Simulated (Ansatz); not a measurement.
Take TiO2 in the anatase structure (space group I4_1/amd, No. 141; a = 3.739 Å, c = 9.455 Å) as the base. Axes: x, y, z lie along a, b, c of the conventional cell.

The values are results of LDA in Ansatz (plane waves to 420 eV, PAW, spin-orbit coupling left out), not measurements.

Strains are applied to the cell and any free atomic positions relax; under biaxial strain the out-of-plane vector relaxes too.

One change was made to it. Results:

```json
[
 {"quantity": "width of the top valence band", "base": "0.86 eV", "after": "0.92 eV"},
 {"quantity": "smallest direct gap", "base": "2.44 eV", "after": "2.34 eV"},
 {"quantity": "band gap", "base": "2.08 eV", "after": "1.91 eV"}
]
```

Task: What was done to the base?
A) biaxial strain +0.60 %, plane normal [001], relaxed out of plane
B) biaxial strain +2.40 %, plane normal [001], relaxed out of plane
C) biaxial strain +3.00 %, plane normal [001], relaxed out of plane
D) biaxial strain +1.80 %, plane normal [001], relaxed out of plane

Result: D, biaxial strain +1.80 %, plane normal [001], relaxed out of plane. For comparison, the band gap in the other runs: biaxial strain +3.00 %, plane normal [001], relaxed out of plane gives 1.82 eV; biaxial strain +0.60 %, plane normal [001], relaxed out of plane gives 2.02 eV; biaxial strain +2.40 %, plane normal [001], relaxed out of plane gives 1.87 eV.

Whether these cells are dynamically stable was not tested. The final runs are not spin-polarised.

Ansatz is a program for electronic structure.
